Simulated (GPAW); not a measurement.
Input and output of a self-consistent single point for MoSi2 (I4/mmm, 3 atoms in the cell) (GPAW)

Method of the run: PBE, GPAW PAW datasets PBE (gpaw-data 1.0.1) (plane waves; GPAW).

Input:

```python
from ase import Atoms
from ase.units import GPa
from gpaw import GPAW

atoms = Atoms(['Si', 'Si', 'Mo'],
              cell=[[-1.596975, 1.596975, 3.905375],
                    [1.596975, -1.596975, 3.905375],
                    [1.596975, 1.596975, -3.905375]],
              positions=[[-0.000000, 0.000000, 5.194149],
                         [-0.000000, 0.000000, 2.616601],
                         [0.000000, 0.000000, 0.000000]],
              pbc=True)

calc = GPAW(mode={'name': 'pw', 'ecut': 600},
            xc='PBE',
            kpts=(7, 7, 7),
            occupations={'name': 'methfessel-paxton', 'width': 0.1, 'order': 0},
            nbands=-7,
            symmetry={'symmorphic': False, 'tolerance': 0.0005},
            maxiter=150)

atoms.calc = calc

energy = atoms.get_potential_energy()
print('Energy (eV):', round(energy, 6))
forces = atoms.get_forces()
print('Forces (eV/Ang):')
print(forces.round(5))
stress = atoms.get_stress()
print('Stress (GPa, Voigt):', (stress / GPa).round(4))
```

Log, with long lists cut:

```
Input parameters:
  kpts: [7 7 7]
  maxiter: 150
  mode: {ecut: 600,
         name: pw}
  nbands: -7
  occupations: {name: methfessel-paxton,
                order: 0,
                width: 0.1}
  symmetry: {symmorphic: False,
             tolerance: 0.0005}
  xc: PBE

species:
  Si:
    name: Silicon
    Z: 14.0
    valence: 4
    core: 10
    charge: 0.0
    file: Si.PBE.gz

    # Using partial waves for Si as LCAO basis

  Mo:
    name: Molybdenum
    Z: 42.0
    valence: 14
    core: 28
    charge: 0.0
    file: Mo.PBE.gz

    # Using partial waves for Mo as LCAO basis

Reference energy: -125906.761132  # eV

Spin-paired calculation

Convergence criteria:
 Maximum [total energy] change in last 3 cyles: 0.0005 eV / valence electron
 Maximum integral of absolute [dens]ity change: 0.0001 electrons / valence electron
 Maximum integral of absolute [eigenst]ate change: 4e-08 eV^2 / valence electron
 Maximum number of scf [iter]ations: 150

Symmetries present (total): 16
Symmetries with fractional translations: 0
343 k-points: 7 x 7 x 7 Monkhorst-Pack grid
40 k-points in the irreducible part of the Brillouin zone
       k-points in crystal coordinates                weights
   0:     0.00000000    0.00000000    0.00000000          1/343
   1:     0.14285714   -0.14285714    0.00000000          4/343
   2:     0.14285714   -0.14285714    0.14285714          4/343
   [... 7 lines left out ...]
          ...
  39:     0.42857143    0.42857143    0.42857143          8/343

Wave functions: Plane wave expansion
  Cutoff energy: 600.000 eV
  Number of coefficients (min, max): 1315, 1343
  Pulay-stress correction: 0.000000 eV/Ang^3 (de/decut=0.000000)

Occupation numbers: Methfessel-Paxton:
  width: 0.1000  # eV
  order: 0

Eigensolver

Densities:
  Coarse grid: 27*27*27 grid
  Fine grid: 54*54*54 grid
  Total Charge: 0.000000

Density mixing:
  Method: separate
  Backend: pulay
  Linear mixing parameter: 0.05
  old densities: 5
  Damping of long wavelength oscillations: 50

Hamiltonian:
  XC and Coulomb potentials evaluated on a 54*54*54 grid
  External potential:
    NoExternalPotential

XC parameters: PBE with 2 nearest neighbor stencil

Number of atoms: 3
Number of atomic orbitals: 21
Number of bands in calculation: 18
Number of valence electrons: 22
Bands to converge: occupied

Density initialized from atomic densities
  18 bands from LCAO basis set

Atomic positions and initial magnetic moments

Positions:
   0 Si    -0.000000    0.000000    5.194149    ( 0.0000,  0.0000,  0.0000)
   1 Si    -0.000000    0.000000    2.616601    ( 0.0000,  0.0000,  0.0000)
   2 Mo     0.000000    0.000000    0.000000    ( 0.0000,  0.0000,  0.0000)

Unit cell:
           periodic     x           y           z      points  spacing
  1. axis:    yes   -1.596975    1.596975    3.905375    27     0.1095
  2. axis:    yes    1.596975   -1.596975    3.905375    27     0.1095
  3. axis:    yes    1.596975    1.596975   -3.905375    27     0.0836

  Lengths:   4.511387   4.511387   4.511387
  Angles:  138.537182 138.537182  60.081267

Effective grid spacing dv^(1/3) = 0.1265

     iter     time        total  log10-change:
                         energy   eigst   dens
iter:   1 --:--:--   -24.437569
iter:   2 --:--:--   -24.243630   -0.63  -1.12
iter:   3 --:--:--   -23.597213   -1.20  -1.14
iter:   4 --:--:--   -23.591318   -2.49  -1.28
iter:   5 --:--:--   -23.528299   -1.62  -1.34
iter:   6 --:--:--   -23.517710   -3.14  -2.03
iter:   7 --:--:--   -23.509338   -3.19  -2.28
iter:   8 --:--:--   -23.512297c  -3.97  -2.68
iter:   9 --:--:--   -23.508896c  -3.52  -2.57
iter:  10 --:--:--   -23.508906c  -4.64  -3.33
iter:  11 --:--:--   -23.508897c  -6.33  -3.70
iter:  12 --:--:--   -23.508935c  -5.02  -3.74
iter:  13 --:--:--   -23.508888c  -5.25  -3.55
iter:  14 --:--:--   -23.508885c  -7.07  -4.19c
iter:  15 --:--:--   -23.508885c  -8.87c -4.83c

Converged after 15 iterations.

Dipole moment: (-0.000000, -0.000000, 0.000000) |e|*Ang

Energy contributions relative to reference atoms: (reference = -125906.761132)

Kinetic:         +3.648472
Potential:       -3.727819
External:        +0.000000
XC:             -23.126527
Entropy (-ST):   -0.001561
Local:           -0.302231
SIC:             +0.000000
--------------------------
Free energy:    -23.509666
Extrapolated:   -23.508885

Showing only first 2 kpts
 Kpt  Band  Eigenvalues  Occupancy
  0     9      9.62337    2.00000
  0    10     12.62437    0.00000
  0    11     15.42993    0.00000
  0    12     15.46695    0.00000

  1     9     10.78917    2.00000
  1    10     10.84747    2.00000
  1    11     14.53085    0.00000
  1    12     15.59478    0.00000

Fermi level: 12.27805

No gap
No difference between direct/indirect transitions
Energy (eV): -23.508885

Forces in eV/Ang:
  0 Si    0.00000    0.00000    0.05086
  1 Si    0.00000    0.00000   -0.05086
  2 Mo   -0.00000    0.00000   -0.00000

Stress tensor:
    -0.031862    -0.000000     0.000000
    -0.000000    -0.031862     0.000000
     0.000000     0.000000    -0.038740
Stress (GPa, Voigt): [-5.1048 -5.1048 -6.2069  0.      0.     -0.    ]
```

The run converged in 15 iterations. GPAW prints stress with tension positive.

The starting cell has typed, rounded lattice constants, without a prior relaxation at this level. Its lattice was rescaled by up to half a per cent. Spin polarisation is off. With a pressure of about 5 GPa the cell is away from its equilibrium volume at this level.
